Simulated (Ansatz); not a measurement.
**MnGe, pressure series**

Base system: MnGe (space group P2_13, No. 198; a = 4.679 Å; ferromagnetic; a cell from a computed database, its experimental status unchecked).

Cell and atoms are relaxed at each pressure.

Calculations: DFT with PBEsol, PAW potentials and a 420 eV plane-wave cutoff in Ansatz (an electronic-structure program), no SOC.

Notes on the quantities. enthalpy: H = E + PV relative to the base's energy.

```
change                 enthalpy  volume per atom  largest site moment
----------------  -------------  ---------------  -------------------
base                          –         12.80 Å³              1.90 μB
pressure 0.3 GPa  +0.02 eV/atom         12.77 Å³              1.88 μB
pressure 0.7 GPa  +0.06 eV/atom              [?]              1.87 μB
pressure 1.5 GPa  +0.12 eV/atom         12.67 Å³                  [?]
pressure 3 GPa    +0.24 eV/atom         12.52 Å³              1.75 μB
pressure 5 GPa    +0.39 eV/atom              [?]              1.08 μB
```

Problem. Some entries are withheld; estimate them.

Solution. 
- pressure 0.7 GPa, volume per atom: 12.74 Å³
- pressure 1.5 GPa, largest site moment: 1.84 μB
- pressure 5 GPa, volume per atom: 12.16 Å³

Other magnetic orders, which the real material may have, were not ruled out. Load acts through the strain it causes; cell and atoms are relaxed under it. No phonon test of stability was made. Competing high-pressure phases were not computed.
